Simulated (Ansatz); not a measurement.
The slab is Si(111) 1x1 surface, 6 top atoms, 3 bilayers, bottom bilayer H-capped and fixed, every top atom capped by H; cell 11.5 x 6.6 Å; two neighbouring H replaced by OH; about 7 Å thick over the host's atoms, 18 atoms held. Level of theory: PBE-D3(BJ) (plane waves to 420 eV, PAW; Ansatz, an electronic-structure program). Sampling: 1x2x1 k points. The slab states were run without spin polarisation. A thicker slab, a larger cell or a denser mesh can move such energies by a tenth of an eV or more. Energies are static: no zero-point or thermal part. Each state was relaxed from one prepared geometry.

One ZrCl4 a cell is brought to Si(111):H with two OH. Relaxed result near the molecule:

```
atom    x (Å)  y (Å)   z (Å)
------  -----  -----  ------
H(29)   3.801  6.568  10.978
H(44)   7.690  0.015  11.052
H(45)   9.749  3.380  11.023
O(46)   5.169  3.380  11.183
H(47)   4.169  3.422  11.223
H(49)   1.954  2.977  11.758
Zr(a0)  5.848  3.469  13.424
Cl(a1)  3.758  2.375  13.741
Cl(a2)  7.752  2.406  12.495
Cl(a3)  6.565  3.377  15.650
Cl(a4)  5.753  5.807  13.163
```

What is the adsorption energy against the free ZrCl4 and the slab before, and how much of it is dispersion?

-0.92 eV (negative: bound); the D3 term gives -0.69 eV of it. Bonds to the surface: O(46)-Zr(a0) 2.34 Å.
